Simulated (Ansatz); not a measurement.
The cell is built on a prototype and need not be the phase stable at ambient conditions.

By r2SCAN, the system below comes out a metal.

A figure of merit of an interconnect metal is its ballistic conductance per area.

Here is the system:

```xyz
1
Lattice="3.3100 0.0000 0.0000 0.0000 3.3100 0.0000 1.6550 -1.6550 1.6550" Properties=species:S:1:pos:R:3 pbc="T T T"
As     0.0000     0.0000     0.0000
```

Space group of this cell: Im-3m, bcc (W type). The cell was relaxed by PBE-D3(BJ); by r2SCAN its mean pressure is 3.4 GPa.

The current flows along the normal of the first two printed cell vectors. No spin-orbit coupling; the value is a mean over 0.1 eV about the Fermi level.

Question: Predict the ballistic conductance per area from r2SCAN run with Ansatz (an electronic-structure program).

Answer: 1.8 × 10¹⁵ S/m² for both spins.
